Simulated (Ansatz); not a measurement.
## Ag_Si in silicon

Level of theory: PBE, PAW (plane waves to 420 eV; Ansatz, a program for electronic structure). The supercell holds 64 host sites (2×2×2 repeats of the unit cell), with a 2×2×2 shifted k-point sampling for the final energies. Site at the start: the Si site. Finite-size correction: monopole term and site-potential alignment. Dielectric constants: PBE linear response of the host. Host gap at this level: 0.61 eV. These values are not converged in cell size to better than tenths of an eV. Levels are measured in PBE's own, too narrow, gap. Spin–orbit coupling is left out. Each state is the lowest found from its start.

Formation energies E_f are given with the Fermi level at the valence-band maximum. Chemical conditions: host crystal and elements as references (Δμ(Si) = 0.00 eV, Δμ(Ag) = 0.00 eV; Ag taken from its element, since no compound that bounds it was computed at this level; only phases computed here count, gases as isolated molecules at 0 K). Reference phases: Ag: fcc Ag, Si: silicon.

```json
[
 {"charge": "+1†", "moment (μB)": "0.0", "point group": "–", "largest move off a lattice site (Å)": "0.12", "image correction with alignment (eV)": "0.19", "E_f, host crystal and elements as references (eV)": "–", "above the lowest spin state (eV)": "0.00"},
 {"charge": "+1†", "moment (μB)": "not spin-polarised", "point group": "–", "largest move off a lattice site (Å)": "0.12", "image correction with alignment (eV)": "0.19", "E_f, host crystal and elements as references (eV)": "–", "above the lowest spin state (eV)": "0.00"},
 {"charge": "0†", "moment (μB)": "1.0", "point group": "–", "largest move off a lattice site (Å)": "0.10", "image correction with alignment (eV)": "0.00", "E_f, host crystal and elements as references (eV)": "2.32", "above the lowest spin state (eV)": "0.00"},
 {"charge": "−1†", "moment (μB)": "2.0", "point group": "–", "largest move off a lattice site (Å)": "0.07", "image correction with alignment (eV)": "0.03", "E_f, host crystal and elements as references (eV)": "–", "above the lowest spin state (eV)": "0.00"},
 {"charge": "−1", "moment (μB)": "not spin-polarised", "point group": "D2d", "largest move off a lattice site (Å)": "0.12", "image correction with alignment (eV)": "0.03", "E_f, host crystal and elements as references (eV)": "2.86", "above the lowest spin state (eV)": "0.04"},
 {"charge": "−2†", "moment (μB)": "1.0", "point group": "–", "largest move off a lattice site (Å)": "0.06", "image correction with alignment (eV)": "0.28", "E_f, host crystal and elements as references (eV)": "–", "above the lowest spin state (eV)": "0.00"},
 {"charge": "−3†", "moment (μB)": "not spin-polarised", "point group": "–", "largest move off a lattice site (Å)": "0.05", "image correction with alignment (eV)": "0.76", "E_f, host crystal and elements as references (eV)": "–", "above the lowest spin state (eV)": "0.00"}
]
```

† Not settled in this cell, so no level is given: charge +1: a level filled in part; charge 0: a level filled in part; charge −1: a level filled in part; charge −2: level within 0.1 eV of a band edge or past it; charge −3: a level filled in part, level within 0.1 eV of a band edge or past it.

Point groups are those of the whole cell at tolerances of 0.03 and 0.1 Å ("near" where only the looser one holds); none is given for unsettled states.

Starting moments that weren't kept: charge +1 began with 2 μB and ended with 0.0.

All states together cost very roughly 90 core-minutes.
